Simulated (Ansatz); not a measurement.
Reference: Si (Fd-3m), r2SCAN with spin-orbit coupling, rigid bands (plane waves, PAW; Ansatz, a program for electronic structure); axes and stresses refer to this cell.

```xyz
2
Lattice="0.0000 2.7221 2.7221 2.7221 0.0000 2.7221 2.7221 2.7221 0.0000" Properties=species:S:1:pos:R:3 pbc="T T T"
Si     1.3611     1.3611     1.3611
Si     0.0000     0.0000     0.0000
```

The electron conductivity mass is 0.28 mₑ, the Seebeck coefficient, p-type 1e19 cm⁻³ is 311 μV/K and the Seebeck coefficient, n-type 1e19 cm⁻³ comes out as -308 μV/K.

Task: After one change the values are electron conductivity mass 0.29 mₑ; Seebeck coefficient, p-type 1e19 cm⁻³ 283 μV/K; Seebeck coefficient, n-type 1e19 cm⁻³ -260 μV/K. Which change was made?
A) uniaxial stress along [110] of -1 GPa (compression positive)
B) uniaxial stress along [110] of -2 GPa (compression positive)
C) uniaxial stress along [110] of 1 GPa (compression positive)

Result: B, uniaxial stress along [110] of -2 GPa (compression positive)

Masses are for dilute carriers at 300 K, harmonic means over directions unless an axis is named. Seebeck coefficients are for the stated density at 300 K, with one relaxation time for all states and whether or not that doping can be reached. Stresses and pressures are the targets of the relaxation.  The structure type is held under load, also where the real crystal would transform.
